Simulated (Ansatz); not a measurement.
The starting structures come from a database of crystals and need not be the phases stable at ambient conditions.

Inside the gap of an insulator the Bloch states are evanescent, with a wavenumber k + iκ along the transport direction.

Data:

```xyz
20
Lattice="5.6111 0.0000 0.0000 2.6056 7.5936 0.0000 0.0183 -1.9316 5.2681" Properties=species:S:1:pos:R:3 pbc="T T T"
Na     3.7981     2.8170     2.5313
Na     5.5130     6.4725     2.9170
H      4.9588     4.2059     4.6065
H      1.4335     1.1717     2.5266
H      6.2162     3.7853     3.7778
H      2.0626     0.9667     1.1100
H      4.6520    -0.1697     0.4794
H      6.4085     3.4714     0.9040
S      2.6110     5.4647     0.6143
S      5.6226     0.1875     4.6518
O      2.4176     3.3677     4.4447
O      1.3050    -0.4944     4.6228
O      2.1554     4.2992     1.4029
O      4.4825    -0.7431     4.7998
O      7.2233     6.6215     1.1021
O      5.5478     2.9526     0.7533
O      3.9690     5.8794     0.9641
O      5.4325     1.1334     3.5528
O      5.3410     4.2229     3.6945
O      2.2942     1.0245     2.0625
```

Space group of this cell: Cc. The cell is taken as given; by r2SCAN its mean pressure is -3.5 GPa.

Transport runs along the normal of the first two printed cell vectors.

The gap is the functional's own, uncorrected, and κ follows it; spin-orbit coupling is left out. Mid-gap values are interpolated between the computed energies.

### Question
State the band gap and the smallest decay constant κ at mid-gap according to r2SCAN run with Ansatz (a quantum-chemistry and plane-wave program).

### Answer
Gap 5.98 eV on a 6×4×6 mesh; κ = 0.517 1/Å, at the zone centre.
